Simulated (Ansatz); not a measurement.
ZrB2: stress against strain

ZrB2 (AlB2 type, P6/mmm, 10.284 Å³/atom at rest, c along z) under a strain ε along c (axis z), the other axes held. PBE in Ansatz, a plane-wave DFT program (PAW, default set), 420 eV, 21×21×16 Γ-centred mesh, Fermi-Dirac smearing 0.10 eV; ions are relaxed within the symmetry of each cell. Stress is positive for a compressed cell.

Here s stands for strain and y for stress zz.

| strain (%) | stress zz (GPa) |
|---|---|
| -1.50 | 6.74 |
| -1.00 | 4.43 |
| -0.50 | 2.19 |
| 0.00 | 0.00 |
| 0.50 | -2.13 |
| 1.00 | -4.20 |
| 1.50 | -6.22 |
| 3.00 | ? |

Fit y of the 7 rows that show it with a straight line. Means: s 0, y 0.116. About the means, the sum of products is -30.230 and the sum of squares of s is 7.0000; the slope is their ratio. Least squares gives y = 0.116 - 4.3186·s. Residuals (row less fit): 0.146, -0.005, -0.085, -0.116, -0.087, 0.003, 0.142; standard error 0.118 (degrees of freedom: 5). The slope gives the elastic constant C33 = 432 ± 4 GPa.

Question: What does the fit predict for y at s = 3.00, and how far is the calculated value from it?

Answer: y = 0.116 - 4.3186 × 3.0 = -12.840 GPa. The calculation gives -11.93 GPa, 0.910 GPa above the prediction (4.9 % of the range of y in the table). The row lies outside the fitted rows, so this is an extrapolation. From the scatter of the fitted rows alone, a prediction at this place has a standard error of 0.184 GPa, so the miss is 4.9 times that.

One order more, fitted to all 13 runs of the series, follows each within 0.01, so the miss is the next term of a smooth law. In a metal these values are sensitive to mesh and smearing; energies are taken to zero smearing, stresses follow the free energy. Rows are the converged runs of the series near zero and its far end; series whose fitted rows scatter by over a few per cent of the range, as at a crossing or softening among them, aren't shown in this form. Most that stay on the fit to the last digits aren't either.
